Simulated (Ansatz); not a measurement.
Abridged Ansatz (a program for electronic structure) output:

```
Relaxation: its limit of steps is 30 (relax.max_steps)
Pseudopotential: La, paw, valence charge 11
Pseudopotential: O, paw, valence charge 6
Crystal: 5 atoms, lattice volume = 83.206 Å³
Basis set: ecut = 420 eV, 1665 PW (Γ), exchange–correlation on 54×54×90 points (8 copies of the dense FFT grid, shifted against one another)
Bands: 26, of which v1, the nominal top of the filled ones, is band 20 counted from 1 (19 counted from 0)
Symmetry: 12 space group operations
k-points: 168 of 1568
Functional: x = pbe(κ = 0.804, μ = 0.2195149727645171), c = pbe(β = 0.06672455060314922)
SCF iter   1: F=—  HF=-14206.620532 eV  |F-HF|=—  |Δ(HF+E_count)|=         —  Δρ=2.63e-2  dr2=5.80e-1  ethr=1.77e-3  ⟨swp⟩=6.3  Hψ=20514  notcnv=0
SCF iter   2: F=—  HF=-14206.731790 eV  |F-HF|=—  |Δ(HF+E_count)|=   1.11e-1  Δρ=3.92e-2  dr2=1.11e0  ethr=1.43e-3  ⟨swp⟩=3.7  Hψ=10618  notcnv=0  defer=38
SCF 1 converged in 11 iterations: F = -14206.509326 eV  dr2 = 1.13e-11
relax step   1: F+E_penalty+E_count = -14206.50932637 eV  Δ(F+E_penalty+E_count) = +0.000e0 eV  max|allowed force component| = 3.627e-2 eV/Å  Δτ_max = 0.0000 Å  (11 SCF iters, accepted)
Crystal: 5 atoms, lattice volume = 83.206 Å³
SCF iter   1: F=—  HF=-14206.509717 eV  |F-HF|=—  |Δ(HF+E_count)|=         —  Δρ=8.93e-4  dr2=1.87e-3  ethr=4.33e-6  ⟨swp⟩=2.6  Hψ=13627  notcnv=0  defer=54
SCF iter   2: F=—  HF=-14206.509490 eV  |F-HF|=—  |Δ(HF+E_count)|=   2.28e-4  Δρ=4.36e-4  dr2=7.13e-4  ethr=4.33e-6  ⟨swp⟩=2.1  Hψ=5832  notcnv=0  defer=54
SCF 2 converged in 10 iterations: F = -14206.509263 eV  dr2 = 2.24e-11
relax step   2: F+E_penalty+E_count = -14206.50926331 eV  Δ(F+E_penalty+E_count) = +6.305e-5 eV  max|allowed force component| = 4.930e-2 eV/Å  Δτ_max = 0.0066 Å  (10 SCF iters, rejected (line search))
Crystal: 5 atoms, lattice volume = 83.206 Å³
SCF iter   1: F=—  HF=-14206.509624 eV  |F-HF|=—  |Δ(HF+E_count)|=         —  Δρ=5.21e-4  dr2=6.61e-4  ethr=1.38e-5  ⟨swp⟩=3.0  Hψ=9484  notcnv=0  defer=54
SCF iter   2: F=—  HF=-14206.509547 eV  |F-HF|=—  |Δ(HF+E_count)|=   7.69e-5  Δρ=2.56e-4  dr2=2.52e-4  ethr=1.64e-6  ⟨swp⟩=1.9  Hψ=7213  notcnv=0  defer=49
SCF 3 converged in 9 iterations: F = -14206.509449 eV  dr2 = 1.94e-10
relax step   3: F+E_penalty+E_count = -14206.50944909 eV  Δ(F+E_penalty+E_count) = -1.227e-4 eV  max|allowed force component| = 4.034e-3 eV/Å  Δτ_max = 0.0029 Å  (9 SCF iters, accepted)
SCF converged after 9 iterations
Free energy (F): -14206.509449 eV
Internal energy: -14206.503695 eV  (E = F + TS)
E sigma→0 (E₀):  -14206.506572 eV
Entropy (-TS):   -0.005754 eV (-1.151 meV/atom)
Fermi energy:    13.408535 eV
--- Forces (eV/Å), atoms counted from 1 ---
  atom   1  La    -0.00000000     0.00000000    -0.00111859
  atom   2  La     0.00000000    -0.00000000     0.00111859
  atom   3  O      0.00000000    -0.00000000     0.00000000
  atom   4  O     -0.00000000     0.00000000    -0.00403373
  atom   5  O      0.00000000    -0.00000000     0.00403373
--- Stress (GPa, compression-positive) ---
       -4.149349      -0.000000      -0.000000
       -0.000000      -4.149349      -0.000000
        0.000000      -0.000000      -4.825702
  P = ⅓ Tr σ = -4.3748 GPa (-43.748 kbar)
--- Relaxed structure (3 steps of the walk, 2 accepted, 0 SCFs on fresh bases) ---
  atoms:
    - { symbol: La, position: [0.3333333333333333, 0.6666666666666666, 0.24785295030432722] }
    - { symbol: La, position: [0.6666666666666666, 0.3333333333333333, 0.7521470496956729] }
    - { symbol: O, position: [-2.0772611565784054e-35, 1.757243555357595e-46, 5.187306615287471e-36] }
    - { symbol: O, position: [0.3333333333333333, 0.6666666666666666, 0.6450702934212852] }
    - { symbol: O, position: [0.6666666666666666, 0.3333333333333333, 0.354929706578715] }
```

Question: What was computed, and what are the main results?

Answer: La2O3, 5 atoms in the cell, with Ansatz, PBE, PAW, cutoff 420 eV, no SOC. The last SCF converged to F = -14206.509449 eV, or -2841.3019 eV per atom. The total energy compares only with runs of the same code, potentials and settings.

Carriers are added with a uniform compensating background; total energy and stress of such cells depend on the potential's zero and are not compared; many-body gap narrowing is missing at this level. Stability against distortions was not tested. The cell was made from La2O3 (space group P-3m1, No. 164) by this change: electrons 5.0×10^21 cm⁻³.

Keys are those of Ansatz 0.2.
